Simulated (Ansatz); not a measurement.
ScMo3C (model structure, started from the Ni3MgC type, Pm-3m, No. 221, 5 atoms in the cell), treated with PBEsol (Ansatz, an electronic-structure program, plane waves, PAW).

The input as run:

Ansatz 0.2 input:
```yaml
crystal:
  lattice:
    - [4.2139250437, 0.0, 0.0]
    - [0.0, 4.2139250437, 0.0]
    - [0.0, 0.0, 4.2139250437]
  atoms:
    - { symbol: Sc, position: [0.0, 0.0, 0.0] }
    - { symbol: Mo, position: [0.0, 0.5, 0.5] }
    - { symbol: Mo, position: [0.5, 0.0, 0.5] }
    - { symbol: Mo, position: [0.5, 0.5, 0.0] }
    - { symbol: C, position: [0.5, 0.5, 0.5] }
basis:
  ecutwfc: 520
  ecutrho_ratio: 4
  xc_grid: 2
kpoints:
  mp_grid: { grid: [14, 14, 14] }
hamiltonian:
  xc: pbesol
  dispersion: none
  pseudopotentials: { kind: paw }
scf:
  occupations: { method: fermi_dirac, width: 0.05 }
output:
  forces: true
  stress: true
  eigenvalues: true
relax:
  f_tol: 0.004
  escape_saddle: false
  max_steps: 80
```

Excerpt of the program's output:

```
WARN output.stress: scf.convergence.dr2_threshold = 1e-7 eV (the SCF's general default) is looser than the 5e-10 eV advised for a printed stress (1e-10 eV for …
Relaxation: its limit of steps is 80 (relax.max_steps)
Crystal: 5 atoms, lattice volume = 74.827 Å³
Basis set: ecut = 520 eV, 2007 PW (Γ), exchange–correlation on 64×64×64 points (8 copies of the dense FFT grid, shifted against one another)
Bands: 35, of which v1, the nominal top of the filled ones, is band 29 counted from 1 (28 counted from 0)
Symmetry: 48 space group operations
Space group: Pm-3m (ITA 221), of the structure as read, at distance tolerance 4.2e-5 Å
k-points: 120 of 2744
Functional: x = pbesol(κ = 0.804, μ = 0.12345679012345678), c = pbesol(β = 0.046)
SCF iter   1: F=—  HF=-17050.391864 eV  |F-HF|=—  |Δ(HF+E_count)|=         —  Δρ=1.08e-2  dr2=6.56e-2
SCF iter   2: F=—  HF=-17050.377738 eV  |F-HF|=—  |Δ(HF+E_count)|=   1.41e-2  Δρ=5.62e-3  dr2=1.74e-2
  ...
SCF iter   5: F=—  HF=-17050.372546 eV  |F-HF|=—  |Δ(HF+E_count)|=   4.28e-5  Δρ=4.55e-5  dr2=1.44e-6
SCF iter   6: F=-17050.372546 eV  HF=-17050.372546 eV  |F-HF|=2.53e-8  |Δ(HF+E_count)|=   3.03e-7  Δρ=9.05e-6  dr2=5.89e-8
SCF 1 converged in 6 iterations: F = -17050.372546 eV  dr2 = 5.89e-8
relax step   1: F+E_penalty+E_count = -17050.37254558 eV  Δ(F+E_penalty+E_count) = +0.000e0 eV  max|allowed force component| = 3.518e-29 eV/Å  Δτ_max = 0.0000 Å  (6 SCF iters, accepted)
SCF converged after 6 iterations
Free energy (F): -17050.372546 eV
Internal energy: -17050.343076 eV  (E = F + TS)
E sigma→0 (E₀):  -17050.357811 eV
Fermi energy:    16.885212 eV
--- Forces (eV/Å), atoms counted from 1 ---
  atom   1  Sc    -0.00000000     0.00000000     0.00000000
  atom   2  Mo     0.00000000     0.00000000     0.00000000
  atom   3  Mo     0.00000000    -0.00000000    -0.00000000
  atom   4  Mo     0.00000000    -0.00000000     0.00000000
  atom   5  C      0.00000000     0.00000000    -0.00000000
--- Stress (GPa, compression-positive) ---
       -4.321668      -0.000000      -0.000000
       -0.000000      -4.321668       0.000000
       -0.000000       0.000000      -4.321668
  P = ⅓ Tr σ = -4.3217 GPa (-43.217 kbar)
```

The cell is one volume of an energy–volume scan, off the minimum.

The PAW data were made under PBE.

Note: the run has no spin polarisation, so it can have missed a magnetic state. Note: the relaxation could raise the start's symmetry but not lower it, so the cell can be a saddle point.

Cost on a shared machine: roughly 16 core-seconds.

A model structure was made by putting elements into a prototype or built by hand; it is no filed structure, need not be a known phase, and can be a saddle point held by its symmetry.
